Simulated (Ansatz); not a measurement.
## ZnS: strain along the normal

ZnS (zinc blende, F-43m, 19.213 Å³/atom at rest) under an equal strain ε in the (001) plane with the normal axis free, as in a coherent film. PBEsol in Ansatz, a plane-wave DFT program (PAW, default set), 420 eV, 11×11×11 Γ-centred mesh, Fermi-Dirac smearing 0.05 eV; ions are relaxed within the symmetry of each cell.

Here s stands for strain and y for normal strain.

```
strain (%)  normal strain (%)
----------  -----------------
-1.50                    1.78
-1.00                    1.19
-0.50                    0.59
0.00                     0.00
0.50                    -0.62
1.00                    -1.23
1.50                    -1.85
3.00                        ?
```

Taking a straight line for y over the 7 complete rows: Means: s 0, y -0.020. About the means, the sum of products is -8.4700 and the sum of squares of s is 7.0000; the slope is their ratio. Least squares gives y = -0.020 - 1.2100·s. Residuals (row less fit): -0.015, 0.000, 0.005, 0.020, 0.005, 0.000, -0.015; standard error 0.013 (degrees of freedom: 5). The slope, -1.21 ± 0.01, is the elastic response of the normal axis, −2C12/C11 for this plane.

Problem. Predict the withheld y at s = 3.00 from the fit, and compare with the calculation.

Solution. y = -0.020 - 1.2100 × 3.0 = -3.650%. The calculation gives -3.73%, 0.080% below the prediction (1.5 % of the range of y in the table). The row lies outside the fitted rows, so this is an extrapolation. From the scatter of the fitted rows alone, a prediction at this place has a standard error of 0.021%, so the miss is 3.8 times that.

One order more, fitted to all 13 runs of the series, follows each within 0.01, so the miss is the next term of a smooth law. Rows are the converged runs of the series near zero and its far end; series whose fitted rows scatter by over a few per cent of the range, as at a crossing or softening among them, aren't shown in this form. Most that stay on the fit to the last digits aren't either.
